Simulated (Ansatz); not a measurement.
Start from ZnIn2O4 (space group I-4, No. 82; a = 4.695 Å, c = 10.027 Å; a hypothetical phase, not in the database extracts checked).

Levels (all Ansatz, an electronic-structure program, PAW): PBEsol (420 eV, no spin-orbit coupling); r2SCAN (500 eV, no spin-orbit coupling); HSE06 (420 eV, spin-orbit coupling left out).

At the geometry relaxed with PBEsol, these levels gave the following band gaps, in shuffled order: (a) 1.28 eV, (b) 0.83 eV, (c) 2.37 eV.

Question: Match each gap to its level.

Answer: (a) r2SCAN; (b) PBEsol; (c) HSE06.

Single points use the geometry relaxed with PBEsol. Whether these cells are dynamically stable was not tested.
